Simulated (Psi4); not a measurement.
Psi4 1.11, B3LYP/def2-svp: Sc(F)2(amdMe) (CC1[N](C)[Sc]([F])([F])<-[N]=1C), 18 atoms. The geometry is a generated start, not checked to be a minimum at this level.

```
Property                                             Value
--------------------------  ------------------------------
task                                                energy
method                                               b3lyp
basis                                             def2-svp
memory                                                3 GB
maxiter                                                100
keys of the molecule block                     symmetry c1
scf_type                                      df (default)
guess                       auto, which took SAD (default)
scf_initial_accelerator                    adiis (default)
e_convergence                              1e-06 (default)
d_convergence                              1e-06 (default)
dft_radial_points                             75 (default)
dft_spherical_points                         302 (default)
basis functions                                        188
grid points                                         380725
```

```xyz
18

Sc    -1.4746     1.2512     1.3288
F     -3.0370     1.0358     2.1553
F     -0.7925     2.8822     1.5365
C      1.1619    -0.7143    -0.9473
C      0.0777    -0.1214    -0.0902
N      0.0972    -0.1814     1.2441
C      1.1781    -0.9023     1.9043
N     -0.9919     0.4946    -0.6002
C     -1.1727     0.5224    -2.0472
H      1.2432    -0.1724    -1.8848
H      0.9363    -1.7565    -1.1667
H      2.1181    -0.6674    -0.4342
H      0.9274    -1.0114     2.9583
H      1.3048    -1.9006     1.4748
H      2.1262    -0.3572     1.8305
H     -2.1835     0.8709    -2.2612
H     -0.4635     1.2075    -2.5280
H     -1.0552    -0.4797    -2.4726
```

Charge 0 and multiplicity 1 are set for this test and not shown to be the ground state.

One run each on 2 threads. Values of diis_max_vecs tried: 3, 6, 10 (default), 20.

Predict the course of the SCF iterations along this series.

Fewest SCF iterations, within one of each other: 6 with 11, 10 (default) with 10, 20 with 10. The count rises to 19 at 3. All converge to one solution.

| diis_max_vecs | SCF iterations | end |
|---|---|---|
| 3 | 19 | same solution |
| 6 | 11 | same solution |
| 10 (default) | 10 | same solution |
| 20 | 10 | same solution |
